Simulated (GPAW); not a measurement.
A self-consistent single point of MgSc (Pm-3m, 2 atoms in the cell) with GPAW.

Method of the run: LDA (Perdew-Wang 92), GPAW PAW datasets LDA (gpaw-data 1.0.1) (plane waves; GPAW 25.7.0).

The change in words: lattice scaled by 0.98. Reference geometry:
```
MgSc
1.0
    3.66694     0.00000     0.00000
    0.00000     3.66694     0.00000
    0.00000     0.00000     3.66694
Mg Sc
1 1
Direct
  0.00000   0.00000   0.00000
  0.50000   0.50000   0.50000
```

Reference input (self-consistent single point, DFT LDA (Perdew-Wang 92), plane waves, GPAW PAW datasets LDA (gpaw-data 1.0.1)): mode = pw; ecut = 800 eV; xc = LDA; kpts = 12 12 12; mesh shift (steps) = 0 0 0; occupations.name = fermi-dirac; occupations.width = 0.1 eV; nbands = -8; convergence.forces = 0.001 eV/Å; symmetry.symmorphic = false; symmetry.tolerance = 0.0005; maxiter = 120. This run's input differs from it in these lines:

```diff
@@ -5,7 +5,7 @@
 atoms = Atoms(['Mg', 'Sc'],
-              cell=[[3.666940, 0.000000, 0.000000],
-                    [0.000000, 3.666940, 0.000000],
-                    [0.000000, 0.000000, 3.666940]],
+              cell=[[3.593601, 0.000000, 0.000000],
+                    [0.000000, 3.593601, 0.000000],
+                    [0.000000, 0.000000, 3.593601]],
               positions=[[0.000000, 0.000000, 0.000000],
-                         [1.833470, 1.833470, 1.833470]],
+                         [1.796801, 1.796801, 1.796801]],
               pbc=True)
```

Output, abridged:

```
     iter     time        total  log10-change:
                         energy   eigst   dens  force
iter:   1 --:--:--    -7.153413
iter:   2 --:--:--    -7.182573   -0.33  -1.54
iter:   3 --:--:--    -7.139206   -1.00  -1.58
iter:   4 --:--:--    -7.161381   -1.56  -1.85
iter:   5 --:--:--    -7.149682   -1.55  -2.09
iter:   6 --:--:--    -7.140021   -2.15  -2.23
iter:   7 --:--:--    -7.140146c  -2.37  -2.70
iter:   8 --:--:--    -7.137799c  -2.37  -2.63
iter:   9 --:--:--    -7.137929c  -2.28  -3.12
iter:  10 --:--:--    -7.137963c  -2.37  -3.81
iter:  11 --:--:--    -7.137963c  -2.54  -3.83
iter:  12 --:--:--    -7.138010c  -2.60  -4.12c
iter:  13 --:--:--    -7.138015c  -2.68  -4.46c
iter:  14 --:--:--    -7.138032c  -2.73  -4.46c
iter:  15 --:--:--    -7.138036c  -2.81  -4.29c
iter:  16 --:--:--    -7.138048c  -2.85  -4.44c
   [... 36 lines left out ...]
iter:  53 --:--:--    -7.138052c  -6.88  -6.82c
iter:  54 --:--:--    -7.138052c  -7.02  -7.12c
iter:  55 --:--:--    -7.138052c  -7.13  -7.26c
iter:  56 --:--:--    -7.138052c  -7.23  -7.46c
iter:  57 --:--:--    -7.138052c  -7.48c -7.68c
iter:  58 --:--:--    -7.138052c  -7.73c -7.70c -21.29c
Converged after 58 iterations.

Dipole moment: (0.000003, 0.000003, 0.000003) |e|*Ang

Energy contributions relative to reference atoms: (reference = -26168.858229)

Kinetic:         -3.534712
Potential:       +4.896685
External:        +0.000000
XC:              -8.559158
Entropy (-ST):   -0.079840
Local:           +0.099052
SIC:             +0.000000
--------------------------
Free energy:     -7.177972
Extrapolated:    -7.138052

Showing only first 2 kpts
 Kpt  Band  Eigenvalues  Occupancy
  0     8     -1.52178    2.00000
  0     9      4.29678    1.57264
  0    10      4.29678    1.57264
  0    11      6.76665    0.00000

  1     8     -1.43323    2.00000
  1     9      4.27094    1.65309
  1    10      4.33089    1.44697
  1    11      6.65647    0.00000

Fermi level: 4.42707

No gap
No difference between direct/indirect transitions
Energy (eV): -7.138052

Forces in eV/Ang:
  0 Mg   -0.00000   -0.00000    0.00000
  1 Sc    0.00000    0.00000    0.00000

Stress tensor:
     0.020645    -0.000000     0.000000
    -0.000000     0.020645     0.000000
     0.000000     0.000000     0.020645
Stress (GPa, Voigt): [ 3.3076  3.3076  3.3076  0.      0.     -0.    ]
```

The run converged in 58 iterations. GPAW prints stress with tension positive. Against the reference run the free energy drops by 40.8 meV/atom and the pressure goes from -5.58 to -3.31 GPa.

The starting cell comes from a database of computed structures (which also holds hypothetical and non-ambient phases and stackings), without a prior relaxation at this level. Its lattice was rescaled by a random factor within 2.5 % of one. For this run, on top of that: lattice scaled by 0.98. With a pressure of about -3 GPa the cell is away from its equilibrium volume at this level.

Cost on one core of a shared machine: roughly 2 min.
